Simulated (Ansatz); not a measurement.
By PBEsol, the system below comes out a metal.

Data:

```xyz
2
Lattice="3.1592 0.0000 0.0000 -1.5796 2.7360 0.0000 1.5796 0.9120 2.5795" Properties=species:S:1:pos:R:3 pbc="T T T"
Ta     0.0000     0.0000     0.0000
C      0.0000     1.8240     1.2897
```

The cell is taken as given; by PBEsol it stands under a pressure of -6.2 GPa.

The current flows along the normal of the first two printed cell vectors, the (111) plane of the conventional cell. No spin-orbit coupling; the value is a mean over 0.1 eV about the Fermi level.

State the ballistic conductance per area according to PBEsol run with Ansatz (a quantum-chemistry and plane-wave program).

1.1 × 10¹⁵ S/m² for both spins.
